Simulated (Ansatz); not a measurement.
Reference: ZnS (F-43m), PBEsol with spin-orbit coupling, rigid bands (plane waves, PAW; Ansatz, a first-principles code); axes and stresses refer to this cell.

```
ZnS
1.0
    0.00000     2.67815     2.67815
    2.67815     0.00000     2.67815
    2.67815     2.67815     0.00000
Zn S
1 1
Direct
  0.00000   0.00000   0.00000
  0.25000   0.25000   0.25000
```

The Seebeck coefficient, p-type 1e19 cm⁻³ comes out as 383 μV/K, the electron conductivity mass is 0.179 mₑ and the Seebeck coefficient, n-type 1e19 cm⁻³ is -104 μV/K.

Problem. Change: biaxial stress xx = yy = 1 GPa (compression positive). What happens to Seebeck coefficient, p-type 1e19 cm⁻³, electron conductivity mass, Seebeck coefficient, n-type 1e19 cm⁻³?

Solution. Seebeck coefficient, p-type 1e19 cm⁻³ shrinks to 353 μV/K; electron conductivity mass moves little, to 0.181 mₑ; Seebeck coefficient, n-type 1e19 cm⁻³ moves little, to -105 μV/K.

Masses are for dilute carriers at 300 K, harmonic means over directions unless an axis is named. Seebeck coefficients are for the stated density at 300 K, with one relaxation time for all states and whether or not that doping can be reached. Stresses and pressures are the targets of the relaxation.  The structure type is held under load, also where the real crystal would transform.
